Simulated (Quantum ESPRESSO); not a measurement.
A working Quantum ESPRESSO input for Lu (P6_3/mmc, 4 atoms in the cell) (DFT, LDA (PZ), plane waves, PSlibrary PAW (LDA) pseudopotentials):

```fortran
&control
    calculation = 'scf'
    prefix = 'Lu'
    outdir = './work'
    pseudo_dir = './'
    tprnfor = .true.
    tstress = .true.
/
&system
    ibrav = 0
    nat = 4
    ntyp = 1
    ecutwfc = 50
    ecutrho = 400
    occupations = 'smearing'
    smearing = 'fd'
    degauss = 0.0073499
/
&electrons
    conv_thr = 1.0d-10
    mixing_beta = 0.3
/
ATOMIC_SPECIES
Lu   174.9668  Lu.pz-spdn-kjpaw_psl.1.0.0.UPF
ATOMIC_POSITIONS angstrom
Lu    0.0000000000    0.0000000000    0.0000000000
Lu    0.0000000000    0.0000000000    5.6187950000
Lu    0.0000000000    2.0164760334    2.8093975000
Lu    1.7463194711    1.0082380167    8.4281925000
K_POINTS automatic
7 7 2  0 0 0
CELL_PARAMETERS angstrom
   3.4926389421     0.0000000000     0.0000000000
  -1.7463194711     3.0247140501     0.0000000000
   0.0000000000     0.0000000000    11.2375900000
```

The run converged in 14 iterations: free energy E − TS -35364.9233 eV; Fermi level (on the code's own zero) 9.72 eV; pressure -5.73 GPa. Each of these slips is then made, one at a time:

(1)
```diff
-    smearing = 'fd'
+    smearing = 'methfessel'
```

(2)
```diff
-    degauss = 0.0073499
+    degauss = 0.1
```

Task: What happens in each case?

Result: 
(1) A value that the program does not know. The program stopped before any SCF iteration.
```
Error in routine  set_occupations (1):
smearing methfessel unknown
```

(2) An energy in the wrong unit. The run converged in 14 iterations without an error; against the sound input the free energy drops by 2.60 eV/atom and the pressure goes from -5.73 to -1.61 GPa.

The starting cell was generated: these elements placed on a structure prototype, without a prior relaxation; it need not be a known phase or ordering of this composition. In the base run, with a pressure of about -6 GPa the cell is away from its equilibrium volume at this level.

Left out of this page: 5 runs of the series outside the window shown, repeating another row's setting, or not comparable.
